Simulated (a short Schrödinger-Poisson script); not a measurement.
# Gated Al0.33Ga0.67As/GaAs modulation-doped gas

System: gated Al0.33Ga0.67As/GaAs modulation-doped gas, at 77 K.

```csv
layer,material,thickness (nm),Nd (cm⁻³),Na (cm⁻³)
1,Al0.33Ga0.67As,20,-,-
2,Al0.33Ga0.67As,40,2e18,-
3,Al0.33Ga0.67As,20,-,-
4,GaAs,6000,-,1e14
```

Constants are typed, rounded textbook-type inputs, not results; the design itself was drawn at random and stands for no fabricated device. Al0.33Ga0.67As: permittivity 11.96, conduction-band edge (eV) 0.261, gap (eV) 1.836, electron mass (mₑ) 0.0944, Nv at 300 K (cm⁻³) 9e18. GaAs: permittivity 12.9, conduction-band edge (eV) 0, gap (eV) 1.424, Nv at 300 K (cm⁻³) 9e18.

Channel valleys (confinement mass, in-plane density-of-states mass, number): Γ 0.067, 0.067, 1. At the gate the conduction-band edge of layer 1 lies 1.01 eV − eVg above the Fermi level of the channel; the field vanishes at the back. Donor level 0.05 eV below the band edge. The barrier under the gate holds no holes. Gaps are held at their typed values at every temperature. Mesh 0.08 nm at interfaces.

From a short Schrödinger-Poisson script (our own, NumPy): 1D Poisson equation in equilibrium, electrons quantum, Hartree (BenDaniel-Duke, 40 states a valley, the channel's in-plane mass for all, wave functions free to enter the barrier), parabolic valleys, classical holes, donors ionised by Fermi statistics, acceptors fully, no traps, pinning or gate leakage.

```tsv
Vg (V)	electrons (cm⁻²)	in the channel layer	C (μF/cm²)	Γ E0 (meV)	Γ E1 (meV)
0.5	4.22e11	4.16e11	0.400	-12.2	9.3
0.35	4.22e11	4.16e11	0.374	-12.2	9.3
0.2	4.21e11	4.16e11	0.353	-12.2	9.3
0.05	4.21e11	4.16e11	0.335	-12.2	9.3
-0.1	4.21e11	4.16e11	0.320	-12.2	9.3
-0.25	4.21e11	4.15e11	0.306	-12.2	9.3
-0.4	4.21e11	4.15e11	0.294	-12.2	9.3
-0.55	4.20e11	4.15e11	0.284	-12.2	9.3
-0.7	4.20e11	4.15e11	0.274	-12.2	9.3
-0.85	4.20e11	4.15e11	0.265	-12.1	9.3
-1	4.20e11	4.15e11	0.257	-12.1	9.3
-1.15	4.20e11	4.15e11	0.250	-12.1	9.3
-1.3	4.19e11	4.14e11	0.243	-12.1	9.3
-1.45	4.19e11	4.14e11	0.237	-12.1	9.3
-1.6	4.19e11	4.14e11	0.232	-12.1	9.3
-1.75	4.18e11	4.13e11	0.226	-12.1	9.3
-1.9	4.18e11	4.13e11	0.221	-12.1	9.3
-2.05	4.17e11	4.12e11	0.217	-12.0	9.4
```

Subbands count from the Fermi level.
